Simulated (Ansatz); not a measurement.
SiO2 (space group P3_221, No. 154)

```cif
data_O6Si3
_chemical_formula_sum 'Si3 O6'
_space_group_name_H-M_alt 'P 1'
_space_group_IT_number 1
_cell_length_a 5.02211
_cell_length_b 5.02211
_cell_length_c 5.51028
_cell_angle_alpha 90.000
_cell_angle_beta 90.000
_cell_angle_gamma 120.000
loop_
_space_group_symop_operation_xyz
  'x, y, z'
loop_
_atom_site_label
_atom_site_type_symbol
_atom_site_fract_x
_atom_site_fract_y
_atom_site_fract_z
_atom_site_occupancy
Si1 Si 0.47673 0.47673 0.00000 1
Si2 Si 0.52327 0.00000 0.66667 1
Si3 Si 0.00000 0.52327 0.33333 1
O1 O 0.41453 0.15915 0.87178 1
O2 O 0.84085 0.25538 0.53845 1
O3 O 0.15915 0.41453 0.12822 1
O4 O 0.58547 0.74462 0.79488 1
O5 O 0.25538 0.84085 0.46155 1
O6 O 0.74462 0.58547 0.20512 1
```

Level of theory: PBE in Ansatz (plane waves to 420 eV, PAW, no spin-orbit coupling). Γ-centred 8×8×6 mesh, Fermi–Dirac width 0.05 eV.

| Item | Result |
|---|---|
| Volume per atom | 13.37 Å³ |
| Density | 2.49 g/cm³ |
| Band gap | 5.68 eV, indirect, K → Γ |
| Electron mass | 0.51 mₑ |
| Lowest conduction-band minima above the VBM | Γ 5.68 eV |
| Total energy | -591.358 eV/atom (σ→0; compares only within this code and set-up) |

Effective masses come from finite differences of ±0.01 Å⁻¹. No phonon test of stability was made.

Ansatz is a first-principles code.
